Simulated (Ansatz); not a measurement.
Consider TiB$_{2}$ (space group P6/mmm, No. 191).

```yaml
crystal:
  lattice:
    - [2.99392, 0.00000, 0.00000]
    - [-1.49696, 2.59281, 0.00000]
    - [0.00000, 0.00000, 3.15953]
  atoms:
    - { symbol: Ti, position: [0.00000, 0.00000, 0.00000] }
    - { symbol: B, position: [0.66667, 0.33333, 0.50000] }
    - { symbol: B, position: [0.33333, 0.66667, 0.50000] }
```

Cartesian axes are those of the cell as printed.

All numbers come from Ansatz (a program for electronic structure) LDA, no SOC.

Strains are applied to the cell and any free atomic positions relax.

One change was made to it. Results:

| quantity | base | after |
|---|---|---|
| energy relative to the base (free energy F) | 0 meV/atom | +11 meV/atom |
| pressure (mean of the normal stresses, compression positive) | 0.0 GPa | -6.9 GPa |
| shortest interatomic distance | 1.729 Å | 1.733 Å |

Q: What was done to the base?
(A) uniaxial strain ε_xx = −2.50 %
(B) uniaxial strain ε_xx = +2.50 %
(C) uniaxial strain ε_xx = +3.00 %
(D) uniaxial strain ε_xx = −3.00 %
(E) uniaxial strain ε_xx = −1.50 %

A: B, uniaxial strain ε_xx = +2.50 %. For comparison, the pressure in the other runs: uniaxial strain ε_xx = +3.00 % gives -8.2 GPa; uniaxial strain ε_xx = −3.00 % gives 9.9 GPa; uniaxial strain ε_xx = −1.50 % gives 4.7 GPa; uniaxial strain ε_xx = −2.50 % gives 8.1 GPa.

A case with no gap was solved on a k-mesh chosen for an insulator, which is coarse for it. Without a gap, meshes like the base's 13×13×10 leave anisotropic stresses uncertain by several tenths of a GPa, and small strain energies with them. Stability against distortions was not tested. The final runs are not spin-polarised.
